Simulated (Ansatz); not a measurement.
# Volume per atom of TaC (model structure, started from the CrB type, Cmcm, No. 63, 4 atoms in the cell) at several levels of theory

No measured value is used here.

```csv
level (code),value (Å³/atom)
PBE (Ansatz),11.14
PBEsol (Ansatz),10.83
PBE-D3(BJ) (Ansatz),___
```

Problem. Fill in the missing entries.

Solution. 
- PBE-D3(BJ) (Ansatz, a first-principles code), value (Å³/atom): 10.87

Density-functional levels without +SOC have no spin–orbit coupling. Ansatz's density-functional and Hartree–Fock values are scalar-relativistic unless marked +SOC, with PAW data made under PBE.

A model structure was made by putting elements into a prototype or built by hand; it is no filed structure, need not be a known phase, and can be a saddle point held by its symmetry.
